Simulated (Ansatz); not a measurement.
Consider interstitial H in hcp Os, neutral cell. The step: one H atom jumps by itself; the atom moves 2.17 Å along (0.00, 0.00, -0.50) of the unit cell; the moving atom starts with neighbours 4 Os at 1.96, 2 Os at 1.97 Å and ends with 4 Os at 1.96, 2 Os at 1.97 Å. A PBE band in Ansatz (plane-wave PAW, a 2×2×2 k-point mesh shifted by half a step along c, 36 host sites, 79 SCF runs with any check of the saddle's order, static, no finite-size correction) gives a forward barrier of 0.40 eV. The check of the saddle point's order was inconclusive, and it lies on a symmetry element of the cell, where a band can be held. Sites that were not tried may lie lower.

Single points at the band's start and saddle point can refine it. Rough cost of one point, in units of the band's mean SCF on the same machine:

```csv
Level,Cost of one point
"PBE, a 4×4×3 k-point mesh shifted by half a step along c",about 5
"r2SCAN at 500 eV, a 2×2×2 k-point mesh shifted by half a step along c",about 2
```

Q: Which of these move the barrier by more than 0.1 eV, and how far does each move it?

A: Not one does. PBE, a 4×4×3 k-point mesh shifted by half a step along c: +0.03 eV; r2SCAN at 500 eV, a 2×2×2 k-point mesh shifted by half a step along c: -0.05 eV. Each functional is compared with PBE at the same k-points.

Ansatz is a program for electronic structure.
